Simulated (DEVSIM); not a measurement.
System: Ru/Al2O3/SiO2/p-Si capacitor, at 400 K.

| layer (left to right) | material | thickness (nm) | Na (cm⁻³) |
|---|---|---|---|
| 1 | Al2O3 | 2.40 | - |
| 2 | SiO2 | 1.30 | - |
| 3 | Si | 8100 | 5e15 |

Metal gate on the left, work function 4.7 eV. Fixed charge at the semiconductor interface 0 cm⁻² (in units of +e); no interface traps.

The device is made up for the run: typed textbook-type constants, with dimensions and the other settings drawn at random. Values at 300 K; Nc and Nv go as T^1.5, mobilities as T to minus their exponent, the gap by Varshni's rule with the affinity fixed.

| parameter | Al2O3 | SiO2 | Si |
|---|---|---|---|
| gap (eV) | 6.8 | 9 | 1.124 |
| affinity (eV) | 1.35 | 0.9 | 4.05 |
| permittivity | 9 | 3.9 | 11.7 |
| Nc (cm⁻³) | - | - | 2.86e19 |
| Nv (cm⁻³) | - | - | 3.1e19 |
| Varshni α (eV/K) | - | - | 0.000473 |
| Varshni β (K) | - | - | 636 |

DEVSIM, 1D Poisson equation in equilibrium, Boltzmann statistics, complete ionisation; no quantum confinement or tunnelling. Metal contacts follow the ideal Schottky-Mott rule: no Fermi-level pinning, no interface dipoles.

The gate work function was swept, all else fixed.

```
gate work function (eV)  minimum of the low-frequency capacitance (μF/cm²)  threshold voltage (band bending 2φF) (V)  flat-band voltage (V)
-----------------------  -------------------------------------------------  ----------------------------------------  ---------------------
4.4                                                                 0.0378                                      0.06                  -0.43
4.55                                                                0.0362                                      0.21                  -0.28
4.7                                                                 0.0378                                      0.36                  -0.13
4.85                                                                0.0362                                      0.51                   0.02
5                                                                   0.0378                                      0.66                   0.17
```

From the first row to the last the threshold voltage (band bending 2φF) goes from 0.06 to 0.66.
